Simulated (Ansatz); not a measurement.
CdTe, pressure series

Take CdTe in the zinc blende structure (space group F-43m, No. 216; a = 6.5578 Å) as the base.

Cell and atoms are relaxed at each pressure.

Calculations: r2SCAN (Ansatz, an electronic-structure program), scalar-relativistic without spin-orbit coupling.

Notes on the quantities. hole mass: degenerate bands, along [100].

| case | hole mass | electron mass | volume per atom |
|---|---|---|---|
| base | 0.092, 0.55, 0.55 mₑ (at Γ) | 0.090 mₑ (at Γ) | 35.25 Å³ |
| pressure −2 GPa | 0.083, 0.60, 0.60 mₑ (at Γ) | ___ | 37.31 Å³ |
| pressure −1 GPa | 0.088, 0.57, 0.57 mₑ (at Γ) | 0.086 mₑ (at Γ) | 36.20 Å³ |
| pressure 0.9 GPa | 0.095, 0.53, 0.53 mₑ (at Γ) | 0.093 mₑ (at Γ) | 34.51 Å³ |
| pressure 2.1 GPa | 0.099, 0.51, 0.51 mₑ (at Γ) | 0.096 mₑ (at Γ) | 33.64 Å³ |
| pressure 4.5 GPa | 0.10, 0.47, 0.47 mₑ (at Γ) | 0.10 mₑ (at Γ) | 32.21 Å³ |
| pressure 9 GPa | 0.11, 0.42, 0.42 mₑ (at Γ) | 0.11 mₑ (at Γ) | ___ |
| pressure 15 GPa | 0.12, 0.38, 0.38 mₑ (at Γ) | 0.12 mₑ (at Γ) | 28.23 Å³ |
| pressure 22.5 GPa | 0.13, 0.34, 0.34 mₑ (at Γ) | 0.12 mₑ (at Γ) | 26.47 Å³ |
| pressure 30 GPa | 0.13, 0.31, 0.31 mₑ (at Γ) | 2.5 mₑ along k, 0.25 mₑ across (at X) | ___ |

**Question.** Fill in the withheld entries from the trend.

**Answer.** 
- pressure −2 GPa, electron mass: 0.081 mₑ (at Γ)
- pressure 9 GPa, volume per atom: 30.18 Å³
- pressure 30 GPa, volume per atom: 25.13 Å³

With Te present, leaving out spin-orbit coupling can change the band edges. The levels and masses belong to the bands next to the band gap. Load acts through the strain it causes; cell and atoms are relaxed under it. Effective masses come from finite differences of ±0.01 Å⁻¹. Along k means along the line from Γ to the band edge. Whether these cells are dynamically stable was not tested. Measured, CdTe leaves this structure (for cinnabar) near 3.53 GPa (temperature not stated; as listed in Datta, Sujoy, Jana, Debnarayan, arXiv (2020)), on rising pressure, with hysteresis.
